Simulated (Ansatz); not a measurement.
Short convergence ladders for HfPt3 (P4mm, 4 atoms in the cell)

```xyz
4
Lattice="4.0225 0.0000 0.0000 0.0000 4.0225 0.0000 0.0000 0.0000 4.0225" Properties=species:S:1:pos:R:3 pbc="T T T"
Hf     0.0000     0.0000     0.0500
Pt     2.0112     2.0112     0.0000
Pt     0.0000     2.0112     2.0112
Pt     2.0112     0.0000     2.0112
```

Base method: LDA (PW92), default PAW files made with PBE (plane waves; Ansatz, an electronic-structure program).

Base settings: basis.ecutwfc = 420 eV; kpoints.mp_grid.grid = 8 8 8; hamiltonian.xc = lda; hamiltonian.pseudopotentials = {kind: paw} (the program's default PAW files); scf.occupations.method = gaussian; scf.occupations.width = 0.1 eV.

The count of work is k-points × plane waves × bands × iterations; it is no time. 

**The k-point mesh at a smearing width of 0.05 eV**

In this ladder: scf.occupations.width = 0.05 eV.

The second cell is the first with its lattice scaled by 0.98.

Only quantities that move along the ladder and can be compared are tabulated.

```csv
kpoints.mp_grid.grid,free energy less the last step's (meV/atom),energy of the compressed cell less the first (meV/atom),pressure (GPa),largest difference of a force vector from the last step's (eV/Å),count of work / last
3 3 3,20.82,-19.76,-10.60,0.018,0.0094
4 4 4,-5.56,-25.93,-11.57,0.003,0.033
5 5 5,1.10,-26.21,-11.59,0.002,0.033
6 6 6,0.76,-26.70,-11.66,0.003,0.073
8 8 8,2.37,-26.54,-11.63,0.002,0.14
9 9 9,0.70,-26.45,-11.62,0.000,0.14
11 11 11,-0.36,-26.44,-11.62,0.001,0.23
16 16 16,0.44,-26.51,-11.63,0.000,0.74
19 19 19,0.00,-26.55,-11.63,0.000,1.0
```

Coarsest kpoints.mp_grid.grid that holds the free energy within 2 meV/atom of the last step, with all finer ones: 9 9 9, at 0.14 of the last step's count of work; the step before is off by 2.4 meV/atom.

Coarsest kpoints.mp_grid.grid that holds the forces within 0.01 eV/Å of the last step, with all finer ones: 4 4 4, at 0.033 of the last step's count of work; the step before is off by 0.018 eV/Å.

Coarsest kpoints.mp_grid.grid that holds the pressure within 0.2 GPa of the last step, with all finer ones: 4 4 4, at 0.033 of the last step's count of work; the step before is off by 1.0 GPa.

The energy difference between the two cells stays within 1 meV/atom of the last step's from 4 4 4 on, the total only from 9 9 9 on: much of the error is common to both cells and cancels.

**The width of Gaussian smearing**

In this ladder: kpoints.mp_grid.grid = 13 13 13.

Narrow widths need finer meshes than wide ones, so the last steps can hold mesh noise.

Only quantities that move along the ladder and can be compared are tabulated; pressure and forces are left out, as mesh noise rules them at narrow widths.

```csv
scf.occupations.width,free energy less the last step's (meV/atom),energy extrapolated to zero width less the last step's (meV/atom)
1 eV,-61.40,37.84
0.5 eV,-5.72,3.87
0.3 eV,-1.22,0.36
0.2 eV,-0.45,0.00
0.1 eV,-0.11,-0.05
0.05 eV,0.00,0.00
```

Widest scf.occupations.width that holds the free energy within 1 meV/atom of the last step, with all finer ones: 0.2 eV; the step before is off by 1.2 meV/atom.

Widest scf.occupations.width that holds the energy extrapolated to zero width within 0.5 meV/atom of the last step, with all finer ones: 0.3 eV; the step before is off by 3.9 meV/atom.

**The mesh under tetrahedron occupations**

In this ladder: scf.occupations.method = tetrahedron; scf.occupations.width = default.

Only quantities that move along the ladder and can be compared are tabulated.

| kpoints.mp_grid.grid | free energy less the last step's (meV/atom) | pressure (GPa) | count of work / last |
|---|---|---|---|
| 4 4 4 | -3.66 | -11.47 | 0.033 |
| 5 5 5 | 1.92 | -11.61 | 0.033 |
| 7 7 7 | 2.18 | -11.66 | 0.073 |
| 8 8 8 | 1.42 | -11.66 | 0.14 |
| 10 10 10 | 0.21 | -11.64 | 0.23 |
| 12 12 12 | -0.01 | -11.65 | 0.36 |
| 15 15 15 | 0.25 | -11.64 | 0.52 |
| 19 19 19 | 0.00 | -11.64 | 1.0 |

Coarsest kpoints.mp_grid.grid that holds the pressure within 0.1 GPa of the last step, with all finer ones: 5 5 5, at 0.033 of the last step's count of work; the step before is off by 0.17 GPa.

Coarsest kpoints.mp_grid.grid that holds the free energy within 0.5 meV/atom of the last step, with all finer ones: 10 10 10, at 0.23 of the last step's count of work; the step before is off by 1.4 meV/atom.

On the base run: the starting cell comes from a database of computed structures (which also holds hypothetical and non-ambient phases and stackings), without a prior relaxation at this level. Its lattice was rescaled by up to half a per cent. One atom was moved a little off its site on purpose. Spin polarisation is off. In the base run, with a pressure of about -12 GPa the cell is away from its equilibrium volume at this level. Ansatz's pressure includes its estimate of the finite-basis (Pulay) stress.

Left out of this page: 2 runs of the series outside the window shown, repeating another row's setting, or not comparable.

Keys are those of Ansatz 0.2.
